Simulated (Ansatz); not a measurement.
Consider AlN in the wurtzite structure (space group P6_3mc, No. 186; a = 3.0888 Å, c = 4.9433 Å). Axes: x lies along a and z along c of the hexagonal cell.

Level of theory: Ansatz (a program for electronic structure) LDA, no spin-orbit coupling.

For the base:

| Quantity | Value |
|---|---|
| Band gap | 4.42 eV |
| Width of the top valence band | 2.44 eV |

The change: compressive biaxial strain of 0.60 % in the plane normal to [001], as in epitaxy on a mismatched substrate; the out-of-plane cell vector and the atoms relax.

**Question.** Estimate the effect on the band gap.

**Answer.** The band gap increases by 0.127 eV to 4.54 eV.

**Question.** How does this affect the in-plane stress?

**Answer.** The mean in-plane stress (compression positive) amounts to +2.9 GPa.

**Question.** How does this affect the width of the top valence band?

**Answer.** The width of the top valence band drops by 0.04 eV (2.44 eV → 2.40 eV).

Whether these cells are dynamically stable was not tested.
